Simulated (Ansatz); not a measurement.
System: white tin (β-Sn). Method: r²SCAN+rVV10 in Ansatz (PAW).

Numerical settings: plane-wave cutoff 560 eV, 20×20×20 k mesh, Fermi–Dirac smearing 0.05 eV, scalar-relativistic PAW data made under PBE.

Computed points:

| V (Å³/atom) | E − E_lowest (meV/atom) | P (GPa) |
|---|---|---|
| 26.045 | 8.42 | 2.583 |
| 26.587 | 2.03 | 1.218 |
| 27.130 | 0.00 | 0.002 |
| 27.673 | 1.87 | -1.082 |
| 28.215 | 7.20 | -2.047 |

**Question.** What bulk modulus B0 and pressure derivative B′ does a third-order Birch–Murnaghan fit give?

**Answer.** V0 = 27.131 Å³/atom, B0 = 57.4 GPa, B′ = 4.8 (fit to the energies at full precision).

Shape and atoms are relaxed at each volume.

Measured, for comparison: bulk modulus 57.0 GPa (temperature not stated, no zero-point or thermal correction; as tabulated in Chen et al. (2023), arXiv:2209.05059). Computed (rounded) less measured: bulk modulus +0.7 %.

Note: the bulk modulus comes from volumes at which shape and atoms were relaxed.

Spin–orbit coupling is not included.

Static lattice: no zero-point or thermal effects.

Ansatz is a first-principles code.
